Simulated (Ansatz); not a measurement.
**A constructed model of the (100) surface of fcc Pt, a layer of Zr in place of the second plane (bottom of the slab: a bare face, its two planes held)**

Computed with PBE (plane waves to 420 eV, PAW; Ansatz, a program for electronic structure).

Model: 6-atom slab, 10.4 Å thick at the start (thin: gaps and levels are the slab's own), 13x13x1 mesh, Fermi-Dirac 0.1 eV, dipole correction, 2 atoms held, the rest relaxed; held to the start's symmetry, so lower structures may exist; no spin, no spin-orbit, no U. It is one candidate, not shown to be the stable structure of the face.

The work function of the top face is 4.42 eV and the energy released by relaxation comes out as 0.26 eV. The cost comes out as around 2.8 core-minutes (rough).
